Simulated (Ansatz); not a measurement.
System: NiAs-type NiSb. Method: r²SCAN+SOC (Ansatz, a quantum-chemistry and plane-wave program, plane waves, PAW).

Numerical settings: plane-wave cutoff 560 eV, 18×18×12 k mesh (along the axes of the cell as run), Fermi–Dirac smearing 0.05 eV, PAW data made under PBE.

Equation-of-state points:

| V (Å³/atom) | E − E_lowest (meV/atom) |
|---|---|
| 16.448 | 11.48 |
| 16.790 | 2.76 |
| 17.133 | 0.00 |
| 17.476 | 2.54 |
| 17.818 | 9.79 |

Task: What bulk modulus B0 and pressure derivative B′ does a third-order Birch–Murnaghan fit give?

Result: V0 = 17.133 Å³/atom, B0 = 124 GPa, B′ = 4.9 (fit to the energies at full precision).

Shape and atoms are relaxed at each volume.

Note: the bulk modulus comes from volumes at which shape and atoms were relaxed.
